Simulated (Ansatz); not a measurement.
An Ansatz (an electronic-structure program) input for Sn (diamond start, 16-atom cell) (held in this type by symmetry, stable or not):

Ansatz 0.2 input:
```yaml
crystal:
  lattice:
    - [0.0, 6.56997, 6.56997]
    - [6.56997, 0.0, 6.56997]
    - [6.56997, 6.56997, 0.0]
  atoms:
    - { symbol: Sn, position: [0.375, 0.375, 0.375] }
    - { symbol: Sn, position: [0.375, 0.375, 0.875] }
    - { symbol: Sn, position: [0.375, 0.875, 0.375] }
    - { symbol: Sn, position: [0.375, 0.875, 0.875] }
    - { symbol: Sn, position: [0.875, 0.375, 0.375] }
    - { symbol: Sn, position: [0.875, 0.375, 0.875] }
    - { symbol: Sn, position: [0.875, 0.875, 0.375] }
    - { symbol: Sn, position: [0.875, 0.875, 0.875] }
    - { symbol: Sn, position: [0.25, 0.25, 0.25] }
    - { symbol: Sn, position: [0.25, 0.25, 0.75] }
    - { symbol: Sn, position: [0.25, 0.75, 0.25] }
    - { symbol: Sn, position: [0.25, 0.75, 0.75] }
    - { symbol: Sn, position: [0.75, 0.25, 0.25] }
    - { symbol: Sn, position: [0.75, 0.25, 0.75] }
    - { symbol: Sn, position: [0.75, 0.75, 0.25] }
    - { symbol: Sn, position: [0.75, 0.75, 0.75] }
basis:
  ecutwfc: 500
  ecutrho_ratio: 4
  xc_grid: 4
kpoints:
  mp_grid: { grid: [4, 4, 4] }
hamiltonian:
  xc: r2scan
  dispersion: none
  pseudopotentials: { kind: paw }
scf:
  n_extra_bands: 18
  occupations: { method: fermi_dirac, width: 0.01 }
output:
  forces: true
  stress: true
  eigenstates:
    kpoints:
      - [0.0, 0.0, 0.0]
    e_range: [-4.0, 6.0]
    localisation: true
relax:
  f_tol: 0.03
  max_steps: 90
  cell: { stress_tol: 0.15 }
```

These are r2SCAN (plane waves to 500 eV, PAW; Ansatz) values and carry that method's errors. Spin–orbit coupling is left out. Its k-point mesh 4×4×4, Fermi–Dirac width 0.01 eV.

Q: Write the closing report of this run, without the band table and long remarks, to eight decimals at most.

A: 
```
SCF converged after 3 iterations
Free energy (F): -96618.181819 eV
Harris-Foulkes:  -96618.181819 eV  (|F-HF|=5.82e-11)
Internal energy: -96618.181167 eV  (E = F + TS)
E sigma→0 (E₀):  -96618.181493 eV
Entropy (-TS):   -0.000652 eV (-0.041 meV/atom)
Fermi energy:    7.310804 eV
--- Per-component energies (eV) ---
  E_band       = -2225.668865
  E_kinetic    = 2985.803673
  E_local      = -18777.804421  (includes V_loc(G=0)·N_el)
  E_nonlocal   = -519.183206
  E_hartree    = 10753.118620
  E_xc         = -5981.778545
  E_vxc        = -1657.236377  (∫ρ·V_xc dr)
  E_paw        = -66577.598397  (= ΣΔE_a)
  E_vpaw       = -5869.768847  (= ΣTr[D̂ρ^β])
  E_aug_tail   = -0.000005  (compensation charges beyond the density's cutoff)
  E_vtau       = 106.283253  (kinetic-family band-sum trace: ∫τ·v_τ [+ j·A + Jᵃ·Aᵃ] dr)
  E_ewald      = -18512.504004
  E_core_change = 11.765118  (= ΣΔE_core)
  E_smearing   = -0.000652  (= −TS)
  E_closure    = 0.000000  (closes the sum)
  Σ components = -96618.181819   (vs F -96618.181819, Δ=0.00e0)
--- Forces (eV/Å), atoms counted from 1 ---
  atom   1  Sn     0.00000000     0.00000000    0.00000000
  atom   2  Sn     0.00000000     0.00000000    0.00000000
  atom   3  Sn     0.00000000     0.00000000     0.00000000
  atom   4  Sn     0.00000000     0.00000000    0.00000000
  atom   5  Sn     0.00000000     0.00000000    0.00000000
  atom   6  Sn     0.00000000     0.00000000    0.00000000
  atom   7  Sn     0.00000000     0.00000000    0.00000000
  atom   8  Sn     0.00000000     0.00000000    0.00000000
  atom   9  Sn     0.00000000    0.00000000     0.00000000
  atom  10  Sn     0.00000000    0.00000000     0.00000000
  atom  11  Sn     0.00000000    0.00000000     0.00000000
  atom  12  Sn     0.00000000     0.00000000    0.00000000
  atom  13  Sn     0.00000000    0.00000000    0.00000000
  atom  14  Sn    0.00000000    0.00000000    0.00000000
  atom  15  Sn    0.00000000    0.00000000     0.00000000
  atom  16  Sn     0.00000000    0.00000000    0.00000000
  max |Σ_I F_I| component: 3.81e-16 eV/Å
--- Stress (GPa, compression-positive) ---
       -0.075572       0.000000      0.000000
        0.000000      -0.075572      0.000000
        0.000000       0.000000      -0.075572
  P = ⅓ Tr σ = -0.0756 GPa (-0.756 kbar)
--- Relaxed structure (1 steps of the walk, 1 accepted, 1 SCFs on fresh bases) ---
  F+E_penalty+E_count = -96618.18181940 eV   max|allowed force component| = 4.364e-17 eV/Å   (the final SCF, on the basis selected at the relaxed cell)
  cell:  # Å, volume = 567.1790 Å³
    - [0.0, 6.56997, 6.56997]
    - [6.56997, 0.0, 6.56997]
    - [6.56997, 6.56997, 0.0]
  atoms:
    - { symbol: Sn, position: [0.375, 0.375, 0.375] }
    - { symbol: Sn, position: [0.375, 0.375, 0.87500000] }
    - { symbol: Sn, position: [0.375, 0.87500000, 0.37500000] }
    - { symbol: Sn, position: [0.37500000, 0.875, 0.87500000] }
    - { symbol: Sn, position: [0.87500000, 0.375, 0.37500000] }
    - { symbol: Sn, position: [0.875, 0.37500000, 0.87500000] }
    - { symbol: Sn, position: [0.875, 0.875, 0.37500000] }
    - { symbol: Sn, position: [0.875, 0.875, 0.875] }
    - { symbol: Sn, position: [0.25, 0.25, 0.25] }
    - { symbol: Sn, position: [0.25, 0.25, 0.75] }
    - { symbol: Sn, position: [0.25, 0.75, 0.25] }
    - { symbol: Sn, position: [0.25, 0.75, 0.75] }
    - { symbol: Sn, position: [0.75, 0.25, 0.25] }
    - { symbol: Sn, position: [0.75, 0.25, 0.75] }
    - { symbol: Sn, position: [0.75, 0.75, 0.25] }
    - { symbol: Sn, position: [0.75, 0.75, 0.75] }
```

Cost: about 120 core-seconds (a rough figure).
